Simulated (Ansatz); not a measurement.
## InAs (model structure, started from the BN type, Pm-3n, No. 223, 12 atoms in the cell): properties by level of theory

```
level (code)         lattice parameter a (Å)  cohesive energy (eV/atom)
-------------------  -----------------------  -------------------------
PBE (Ansatz)                           7.618                          ?
PBE-D3(BJ) (Ansatz)                        ?                       3.00
r²SCAN (Ansatz)                        7.525                          ?
```

Question: Some entries are withheld; supply them.

Answer: 
- PBE (Ansatz, a quantum-chemistry and plane-wave program), cohesive energy (eV/atom): 2.76
- PBE-D3(BJ) (Ansatz), lattice parameter a (Å): 7.546
- r²SCAN (Ansatz), cohesive energy (eV/atom): 2.86

Ansatz's density-functional and Hartree–Fock values are scalar-relativistic unless marked +SOC, with PAW data made under PBE.

Free atoms are spin-polarised, in the lowest state found; at levels without +SOC their spin–orbit coupling is left out.

A model structure was made by putting elements into a prototype or built by hand; it is no filed structure, need not be a known phase, and can be a saddle point held by its symmetry.
